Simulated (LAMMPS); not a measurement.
MD of C (diamond structure) at zero pressure, 512 atoms, as a liquid; each row is its own run.

All values are model results, not measurements: classical MD, pair style meam, file SiC.meam, run in LAMMPS.

| T (K) | D(C) (cm²/s) |
|---|---|
| 2800 | 2.53e-5 |
| 3200 | 5.28e-5 |
| 3600 | 8.01e-5 |
| 4000 | 0.000110 |
| 4400 | 0.000168 |
| 5600 | 0.000337 |

**Question.** Fit an Arrhenius law, ln y = a + b / x, to these rows (x is the first column, y the second) and predict the run at x = 5000.

**Answer.** Least squares gives a = -5.4711 and b = -14250. The slope times kB gives an activation energy of 1.23 eV. At x = 5000 the fit predicts 0.000243 cm²/s. The run itself gave (2.19 ± 0.07) × 10^-4 cm²/s, so the fit is 11 % high.

Caution: the potential MEAM SiC.meam is made for SiC, not for the elements.

Caution: at ambient pressure real C sublimes or decomposes before or as it melts, so this liquid is the model's.

Caution: a run this short can hold a crystal over, or a liquid under, the potential's own melting point, which these runs don't give.

Caution (row 3600): enthalpy drifts during the constant-pressure average: a transition or slow ageing; fluctuation values are void.

Errors of D are the spread over four groups of atoms in one short run; a floor of about 5 %, a picked value, is safer.
